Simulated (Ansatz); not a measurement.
Mg2Ge, response to strain

The parent structure is Mg2Ge in the anti-fluorite structure (space group Fm-3m, No. 225).

```xyz
3
Lattice="0.0000 3.1822 3.1822 3.1822 0.0000 3.1822 3.1822 3.1822 0.0000" Properties=species:S:1:pos:R:3 pbc="T T T"
Mg     1.5911     1.5911     1.5911
Mg     4.7733     4.7733     4.7733
Ge     0.0000     0.0000     0.0000
```

Cartesian axes are those of the cell as printed.

Strains are applied to the cell and any free atomic positions relax; under biaxial strain the out-of-plane vector relaxes too.

Method: PBEsol, PAW, 420 eV (Ansatz, a quantum-chemistry and plane-wave program; without spin-orbit coupling).

Candidates:
(a) biaxial strain −1.67 %, plane normal [111], relaxed out of plane
(b) biaxial strain −2.50 %, plane normal [111], relaxed out of plane
(c) biaxial strain −1.25 %, plane normal [111], relaxed out of plane
(d) biaxial strain +2.50 %, plane normal [111], relaxed out of plane
(e) biaxial strain +0.42 %, plane normal [111], relaxed out of plane

Notes on the quantities. energy relative to the base: free energy F.

Question: Order them by energy relative to the base, lowest first.

Answer: (e) biaxial strain +0.42 %, plane normal [111], relaxed out of plane (+0.3 meV/atom), (c) biaxial strain −1.25 %, plane normal [111], relaxed out of plane (+2.7 meV/atom), (a) biaxial strain −1.67 %, plane normal [111], relaxed out of plane (+4.8 meV/atom), (d) biaxial strain +2.50 %, plane normal [111], relaxed out of plane (+9.7 meV/atom), (b) biaxial strain −2.50 %, plane normal [111], relaxed out of plane (+11 meV/atom)

No phonon test of stability was made. All final runs are without spin polarisation.
